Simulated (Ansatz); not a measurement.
Here is the system:

```xyz
10
Lattice="4.7367 0.0000 0.0000 2.3683 4.1021 0.0000 2.3683 -1.3674 4.4061" Properties=species:S:1:pos:R:3 pbc="T T T"
Al     7.1050     1.3674     4.1680
Al     4.7367     0.0000     1.9649
Al     2.3683     1.3674     0.2381
Al     4.7367     2.7347     2.4412
O      4.0095     1.4751     1.1015
O      6.1912     2.7347     1.1015
O      5.4639     1.2596     3.3046
O      7.8323     2.8425     3.3046
O      3.2822     0.0000     3.3046
O      1.6411    -0.1078     1.1015
```

No spin polarisation.

Level of theory: Ansatz (a program for electronic structure) PBE, no spin-orbit coupling. k-mesh 8×8×8 (Γ-centred); smearing 0.05 eV (Fermi–Dirac).

### Question
Predict the band gap.

### Answer
6.13 eV.

### Question
Estimate the electron mass.

### Answer
0.38 mₑ (at Γ).

### Question
What is the computed width of the top valence band?

### Answer
0.63 eV.

### Question
Predict the space group.

### Answer
R-3c (No. 167).

The cells carry an imposed strain or load. Effective masses come from finite differences of ±0.01 Å⁻¹. Whether these cells are dynamically stable was not tested. The cell was made from Al2O3 in the corundum structure (space group R-3c, No. 167) by this change: biaxial strain −1.50 %, plane normal [001], relaxed out of plane.
